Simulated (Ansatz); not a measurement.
The starting structures come from a database of crystals and need not be the phases stable at ambient conditions.

 Where the default PAW files enter, the runs use the earlier of Ansatz's two default sets.

Crystal: ZnCl2 (P4_2/nmc, not sure to be the ambient phase, 6 atoms a cell, 24.3 Å³ an atom); planes in its conventional cell.

These are PBEsol (plane waves, PAW; Ansatz, an electronic-structure program) values and carry that method's errors.

No gap correction and no spin-orbit coupling; mid-gap values are interpolated between computed energies.

```tsv
plane	area of the cell (Å²)	mid-gap κ (1/Å)	largest κ in the gap (1/Å)
(001)	13.5	0.32	0.32
(100)	39.6	?	?
```

Question: The slowest decay depends on the direction. Supply the withheld values.

Answer: 
- (100), mid-gap κ (1/Å): 0.28
- (100), largest κ in the gap (1/Å): 0.28
